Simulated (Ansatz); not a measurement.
# A computed series for TiAl: pressure series

Base system: TiAl (space group P4/mmm, No. 123; a = 2.768 Å, c = 3.996 Å).

Cell and atoms are relaxed at each pressure.

Computed with plane-wave PAW DFT at the LDA level (Ansatz, a program for electronic structure, 420 eV), without spin-orbit coupling.

Notes on the quantities. enthalpy: H = E + PV relative to the base's energy.

```tsv
change	shortest interatomic distance	enthalpy	c/a ratio
base	2.768 Å	–	1.444
pressure −2 GPa	2.782 Å	-0.19 eV/atom	1.444
pressure −1 GPa	2.775 Å	-0.10 eV/atom	1.444
pressure 0.9 GPa	2.761 Å	+0.09 eV/atom	1.444
pressure 2.1 GPa	___	+0.20 eV/atom	1.443
pressure 4.5 GPa	2.738 Å	+0.42 eV/atom	1.443
pressure 9 GPa	2.711 Å	+0.83 eV/atom	1.443
pressure 15 GPa	2.680 Å	+1.36 eV/atom	1.442
pressure 22.5 GPa	2.648 Å	+2.00 eV/atom	1.438
pressure 30 GPa	2.622 Å	+2.61 eV/atom	1.431
```

Problem. Fill in the withheld entries from the trend.

Solution. 
- pressure 2.1 GPa, shortest interatomic distance: 2.753 Å

Load acts through the strain it causes; cell and atoms are relaxed under it. No phonon test of stability was made. Competing high-pressure phases were not computed. All final runs are without spin polarisation.
